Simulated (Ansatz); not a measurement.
Take Y in the hcp (Mg type) structure (space group P6_3/mmc, No. 194; a = 3.594 Å, c = 5.610 Å; relaxed with 0.1 eV smearing) as the base. Axes: x lies along a and z along c of the hexagonal cell.

The values are results of plane-wave PAW DFT at the PBEsol level (Ansatz, a first-principles code, 420 eV), no SOC, not measurements.

Base values:

The band gap is zero and the volume per atom comes out as 31.38 Å³. The pressure comes out as 0.0 GPa.

Modification: biaxial strain +0.55 %, plane normal [001], relaxed out of plane (Cartesian); in-plane vectors clamped, the third vector and the atoms free.

**Question.** Estimate the effect on the band gap, volume per atom and pressure.

**Answer.** The band gap is still zero; the volume per atom goes up by 0.25 Å³ (31.38 Å³ → 31.63 Å³); the pressure (mean of the normal stresses, compression positive) goes from zero to -0.3 GPa.

Whether these cells are dynamically stable was not tested. The final runs are not spin-polarised.
